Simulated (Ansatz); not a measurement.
# PBE against PBEsol: Ge3N4, pressure 0.7 GPa

Base system: Ge3N4 (space group P6_3/m, No. 176; a = 8.129 Å, c = 3.114 Å).

(Cell as relaxed with PBE.)

Levels (all Ansatz, a program for electronic structure, PAW): PBE (420 eV, scalar-relativistic without spin-orbit coupling); PBEsol (420 eV, no spin-orbit coupling).

Each level relaxes its own structure.

```csv
base,PBE,PBEsol
volume per atom,12.73 Å³,12.39 Å³
lattice parameter a,8.129 Å,8.057 Å
band gap,1.82 eV,2.09 eV
```

One thing is altered: cell and atoms relaxed at a pressure of 0.7 GPa.

```json
[
 {"quantity": "electron mass", "PBE": "0.21 mₑ along c, 0.24 mₑ across (at Γ)", "PBEsol": "0.22 mₑ along c, 0.26 mₑ across (at Γ)"},
 {"quantity": "valence-band top at Γ (three highest levels, from the VBM)", "PBE": "0.00, -0.22, -0.44 eV", "PBEsol": "0.00, -0.24, -0.44 eV"},
 {"quantity": "band gap", "PBE": "1.87 eV", "PBEsol": "2.13 eV"},
 {"quantity": "c/a ratio", "PBE": "0.383", "PBEsol": "0.383"},
 {"quantity": "lattice parameter a", "PBE": "8.118 Å", "PBEsol": "8.046 Å"}
]
```

PBE's band gap lies 0.26 eV below PBEsol's; PBE's lattice parameter a lies 0.072 Å above PBEsol's (0.9 %); the two agree on the c/a ratio. Neither level is exact; PBEsol is the comparison here, not a measurement.

Load acts through the strain it causes; cell and atoms are relaxed under it. Masses are band curvatures over ±0.01 Å⁻¹ around the edge. No phonon test of stability was made.
